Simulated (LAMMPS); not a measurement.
MD of Zr (hcp) at zero pressure, 4032 atoms, as a crystal; each row is its own run.

Level of theory: classical MD, pair style eam/fs, file Zr_mm.eam.fs, run in LAMMPS.

| T (K) | volume (Å³/atom) |
|---|---|
| 200 | 23.374 |
| 1280 | 23.932 |
| 1600 | 24.280 |

Q: Fit a straight line, y = a + b x, to these rows (x is the first column, y the second) and predict the run at x = 300.

A: Least squares gives a = 23.232 and b = 0.0006140. At x = 300 the fit predicts 23.416 Å³/atom. The run itself gave 23.3825 ± 0.0002 Å³/atom, so the fit is 0.14 % high.

Caution (rows 1280; 1600): in nature this polymorph isn't the stable one over the whole range of temperature at this pressure, and short runs keep a crystal in its starting form.

Caution (row 1600): this crystal lies over the melting point of about 1370 K that EAM-type Zr_mm.eam.fs gives, so it is superheated.
